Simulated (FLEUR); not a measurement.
## Convergence test for Gd3InN (Pm-3m, 5 atoms in the cell)

```xyz
5
Lattice="4.8763 0.0000 0.0000 0.0000 4.8763 0.0000 0.0000 0.0000 4.8763" Properties=species:S:1:pos:R:3 pbc="T T T"
Gd     0.0000     2.4381     0.0000
Gd     2.4381     0.0000     0.0000
Gd     0.0000     0.0000     2.4381
In     2.4381     2.4381     2.4381
N      0.0000     0.0000     0.0000
```
Moments meant for the start (each program seeds them in its own way; μB, in the order of the atoms Gd Gd Gd In N): 7.0 7.0 7.0 0.0 0.0.

Method: PBEsol, all-electron FLAPW (FLEUR), scalar-relativistic valence.

The starting cell comes from a database of computed structures (which also holds hypothetical and non-ambient phases and stackings), without a prior relaxation at this level. The magnetic order is the one reached from the typed start; others were not searched systematically. With U or open f shells several self-consistent states can exist. The f electrons are in the valence without U or exact exchange, which can misplace them near the Fermi level. Spin-orbit terms, which matter for f shells, are left out. Values depend on the basis (sphere radii, cutoffs, local orbitals), which need not be converged.

Held fixed: Kmax = 3.9 1/bohr; GmaxXC = 11.7 1/bohr; xcFunctional = PBEs; jspins = 2; l_soc = F; mode = hist; fermiSmearingEnergy = 0.00367493 Htr; Gmax = 11.7 1/bohr; numbands = 0; maxIterBroyd = 25; imix = Anderson; alpha = 0.05; precondParam = 0; minDistance = 1e-05 me/bohr^3; ctail = T; kcrel = 0; coretail_lmax = 0; theta = 0. Moved along with it: kpt_gamma.

ΔF is the free energy per atom less that of the last row (5 5 5).

The magnetic state is not the same in all runs (site moments differ, or a search went on to a lower state), so steps between rows are not convergence errors alone.

```csv
kpt_div,ΔF (meV/atom),size of the net moment (μB/atom),k-points,basis size
1 1 1,1724.1,4.82,1,751
2 2 2,82.0,4.25,4,804
3 3 3,-3.2,4.22,4,792
4 4 4,0.76,4.26,10,804
5 5 5,0.00,4.26,10,792
```

Energy within 1 meV/atom of the last row: from kpt_div = 4 4 4 on; the one before it is off by 3.2 meV/atom. Only the last setting checks this, so the series should go further.
